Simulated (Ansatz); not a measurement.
System: Mg2BeN2 (model structure, started from the Ca2ZnN2 type, I4/mmm, No. 139, 5 atoms in the cell). Method: G0W0@PBEsol (plane waves, hard PAW, contour deformation, complete-basis limit; Ansatz, a first-principles code).

Run with largest k mesh 8×8×8 (not extrapolated in the mesh).

Cell (relaxed with PBEsol):

```cif
data_BeMg2N2
_chemical_formula_sum 'Mg2 Be1 N2'
_space_group_name_H-M_alt 'P 1'
_space_group_IT_number 1
_cell_length_a 5.91387
_cell_length_b 5.91387
_cell_length_c 5.91387
_cell_angle_alpha 149.495
_cell_angle_beta 149.495
_cell_angle_gamma 43.684
loop_
_space_group_symop_operation_xyz
  'x, y, z'
loop_
_atom_site_label
_atom_site_type_symbol
_atom_site_fract_x
_atom_site_fract_y
_atom_site_fract_z
_atom_site_occupancy
Mg1 Mg 0.66409 0.66409 0.00000 1
Mg2 Mg 0.33591 0.33591 0.00000 1
Be1 Be 0.00000 0.00000 0.00000 1
N1 N 0.86054 0.86054 0.00000 1
N2 N 0.13946 0.13946 0.00000 1
```

Problem. What does this level give for the band gap?

Solution. 
* **band gap**: 2.19 eV (indirect)

Note: the relaxation could raise the start's symmetry but not lower it, so the cell can be a saddle point; the gap holds a correction of +0.27 eV to the complete basis, taken at k points off the band edges.

A model structure was made by putting elements into a prototype or built by hand; it is no filed structure, need not be a known phase, and can be a saddle point held by its symmetry.
